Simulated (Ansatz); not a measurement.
Base system: CuAu (space group P4/mmm, No. 123; a = 2.804 Å, c = 3.615 Å).

Levels (all Ansatz, an electronic-structure program, PAW): PBEsol (420 eV, spin-orbit coupling left out); PBEsol+SOC (420 eV, noncollinear with spin-orbit coupling).

The geometry is relaxed with PBEsol.

| Item | Value |
|---|---|
| PBEsol pressure | 0.0 GPa |

With PBEsol+SOC at the same geometry, the pressure goes from zero to -1.1 GPa.

Single points use the geometry relaxed with PBEsol. The spin-orbit shifts are approximate. Whether these cells are dynamically stable was not tested. The runs without spin-orbit coupling are not spin-polarised.
